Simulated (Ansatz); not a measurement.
**TiO2: band gap against strain**

TiO2 (rutile, P4_2/mnm, 10.651 Å³/atom at rest, c along z) under a strain ε along c (axis z), the other axes held. PBE in Ansatz, a plane-wave DFT program (PAW, default set), 420 eV, 7×7×11 Γ-centred mesh, Fermi-Dirac smearing 0.05 eV; ions are relaxed within the symmetry of each cell. Gaps are the smallest over the k-mesh and a band path, without spin-orbit coupling; in all rows the valence edge lies at Γ and the conduction edge at Γ.

Here s stands for strain and Eg for gap.

```
strain (%)  gap (eV)
----------  --------
-3.00              ?
-1.80          1.904
-1.20          1.891
-0.60          1.876
0.00           1.860
```

Task: Fit Eg against s with a straight line, and predict the withheld value at s = -3.00.

Result: Means: s -0.90000, Eg 1.8827. About the means, the sum of products is -0.044100 and the sum of squares of s is 1.8000; the slope is their ratio. Least squares gives Eg = 1.8607 - 0.02450·s. Residuals (row less fit): -0.0008, 0.0009, 0.0006, -0.0007; standard error 0.0011 (degrees of freedom: 2). Over these rows the gap moves by -2.5 ± 0.08 eV per unit strain. At the withheld row, Eg = 1.8607 - 0.02450 × (-3.0) = 1.9342 eV. The calculation gives 1.927 eV, 0.0072 eV below the prediction (10.7 % of the range of Eg in the table). The row lies outside the fitted rows, so this is an extrapolation. From the scatter of the fitted rows alone, a prediction at this place has a standard error of 0.0021 eV, so the miss is 3.4 times that.

One order more, fitted to all 6 runs of the series, follows each within 0.001, so the miss is the next term of a smooth law. The primitive cell can neither tilt nor turn polar against its symmetry, as such crystals can under strain. Rows are the converged runs of the series near zero and its far end; series whose fitted rows scatter by over a few per cent of the range, as at a crossing or softening among them, aren't shown in this form. Most that stay on the fit to the last digits aren't either.
